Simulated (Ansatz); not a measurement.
MgO: response to strain

The parent structure is MgO in the rock salt structure (space group Fm-3m, No. 225; a = 4.1592 Å). Axes: x, y, z lie along the cube axes.

Strains are applied to the cell and any free atomic positions relax; under biaxial strain the out-of-plane vector relaxes too.

Computed with LDA/PAW in Ansatz (an electronic-structure program), without spin-orbit coupling.

| biaxial strain, plane normal [001], relaxed out of plane (%) | band gap (eV) |
|---|---|
| -3 | 5.40 |
| -2.5 | 5.34 |
| -2 | ? |
| -1.5 | 5.22 |
| -1 | 5.16 |
| 0 | 5.03 |

**Question.** Fit E_g = E₀ + Dε (ε in %) to the rows shown and predict the withheld row.

**Answer.** Least squares on the printed values gives E₀ = 5.03 eV, D = -123 meV per % of strain (largest residual 0.00 eV); this predicts 5.28 eV, and the run gives 5.28 eV, in agreement.

Stability against distortions was not tested.
